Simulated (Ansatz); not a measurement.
Results of r²SCAN-D4 in Ansatz (PAW) for SrO₂ (Pnma, No. 62, 12 atoms in the cell; start mp-726705).

Run with plane-wave cutoff 500 eV, 6×8×8 k mesh (along the axes of the cell as run), gaussian smearing 0.02 eV, scalar-relativistic PAW data made under PBE.

Cell (relaxed at this level):

Space group Pnma (No. 62); a = 8.4298 Å, b = 4.8877 Å, c = 4.3841 Å, α = 90.00°, β = 90.00°, γ = 90.00°

```csv
atom,site,symmetry,x,y,z
Sr,4c,.m.,0.1250,0.2500,0.2361
O,4c,.m.,0.1332,0.7500,0.0691
O,4c,.m.,0.1160,0.7500,0.4083
```

### Question
Estimate the band gap that the calculation returns.

### Answer

* **band gap**: 2.86 eV (on the SCF k mesh)

Note: the relaxation could not lower the start's symmetry, so the cell can be a saddle point above a distorted one.

Spin–orbit coupling is not included.

Computed values are for the static lattice.

A start named mp-… is a Materials Project structure, which need not be a measured phase.

Ansatz is an electronic-structure program.
